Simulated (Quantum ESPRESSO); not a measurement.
Worked example: self-consistent single point of TiNbB2 (P1, 4 atoms in the cell) in Quantum ESPRESSO.

Method of the run: LDA (PZ), GBRV 1.5 ultrasoft (LDA) pseudopotentials (plane waves; Quantum ESPRESSO).

The change in words: lattice scaled by 0.98. Reference geometry:
```
CELL_PARAMETERS angstrom
      3.10046     0.00000     0.00000
      0.00000     1.64838     4.33209
      0.00000    -1.64838     4.33209
ATOMIC_POSITIONS crystal
  Ti 0.98345 0.11614 0.18380
  Nb 0.51657 0.82774 0.86044
  B  0.48673 0.56809 0.54915
  B  0.01325 0.48802 0.40660
```

Reference input (self-consistent single point, DFT, LDA (PZ), plane waves, GBRV 1.5 ultrasoft (LDA) pseudopotentials): ecutwfc = 50 Ry; ecutrho = 400 Ry; occupations = smearing; smearing = gaussian; degauss = 0.019992 Ry; potentials = {Ti: ti_lda_v1.4.uspp.F.UPF, Nb: nb_lda_v1.uspp.F.UPF, B: b_lda_v1.4.uspp.F.UPF}; K_POINTS = automatic 7 7 7 0 0 0; conv_thr = 1e-11 Ry. This run's input differs from it in these lines:

```diff
@@ -33,5 +33,5 @@
 CELL_PARAMETERS {angstrom}
-   3.100460000     0.000000000     0.000000000
-   0.000000000     1.648385000     4.332095000
-   0.000000000    -1.648385000     4.332095000
+   3.038451000     0.000000000     0.000000000
+   0.000000000     1.615417000     4.245453000
+   0.000000000    -1.615417000     4.245453000
```

The program printed (abridged):

```
     Self-consistent Calculation

     iteration #  1     ecut=    50.00 Ry     beta= 0.70

     negative rho (up, down):  1.373E-04 0.000E+00

     total energy              =    -248.64379869 Ry
     estimated scf accuracy    <       2.79902975 Ry

     iteration #  2     ecut=    50.00 Ry     beta= 0.70

     negative rho (up, down):  3.212E-04 0.000E+00

     total energy              =    -247.61301545 Ry
     estimated scf accuracy    <      18.52933188 Ry

     iteration #  3     ecut=    50.00 Ry     beta= 0.70

     negative rho (up, down):  3.517E-04 0.000E+00

     total energy              =    -250.33399781 Ry
     estimated scf accuracy    <       0.14999899 Ry

   [... 13 blocks of this kind left out ...]

     iteration # 17     ecut=    50.00 Ry     beta= 0.70

     negative rho (up, down):  4.422E-04 0.000E+00

     total energy              =    -250.32237318 Ry
     estimated scf accuracy    <          1.8E-11 Ry

     iteration # 18     ecut=    50.00 Ry     beta= 0.70

     negative rho (up, down):  4.422E-04 0.000E+00
     End of self-consistent calculation

     Number of k-points >= 100: set verbosity='high' to print the bands.

     the Fermi energy is    16.5021 ev

!    total energy              =    -250.32237318 Ry
     estimated scf accuracy    <          1.1E-12 Ry
     smearing contrib. (-TS)   =      -0.00431734 Ry
     internal energy E=F+TS    =    -250.31805584 Ry

     convergence has been achieved in  18 iterations

     negative rho (up, down):  4.422E-04 0.000E+00

     Forces acting on atoms (cartesian axes, Ry/au):

     atom    1 type  1   force =     0.03080924    0.07271285   -0.02948077
     atom    2 type  2   force =    -0.03328046    0.04712175    0.06267607
     atom    3 type  3   force =     0.02866182   -0.03729123   -0.01122393
     atom    4 type  3   force =    -0.02619061   -0.08254336   -0.02197138

     Total force =     0.157105     Total SCF correction =     0.000003

     negative rho (up, down):  4.422E-04 0.000E+00
          total   stress  (Ry/bohr**3)                   (kbar)     P=       70.18
   0.00060288   0.00000873   0.00011836           88.69        1.28       17.41
   0.00000873   0.00023690   0.00000599            1.28       34.85        0.88
   0.00011836   0.00000599   0.00059145           17.41        0.88       87.00

   JOB DONE.
```

The run converged in 18 iterations. Against the reference run the free energy falls by 3.2 meV/atom, the pressure goes from -8.17 to 7.02 GPa and the largest force goes from 2.008 to 2.297 eV/Å.

The starting cell comes from a database of computed structures (which also holds hypothetical and non-ambient phases and stackings), without a prior relaxation at this level. Its atoms were displaced at random from the sites of space group no. 38. For this run, on top of that: lattice scaled by 0.98. Spin polarisation is off. With a pressure of about 7 GPa the cell is away from its equilibrium volume at this level. Forces in this geometry exceed 1 eV/Å.

Cost on one core of a shared machine: roughly 5 min.
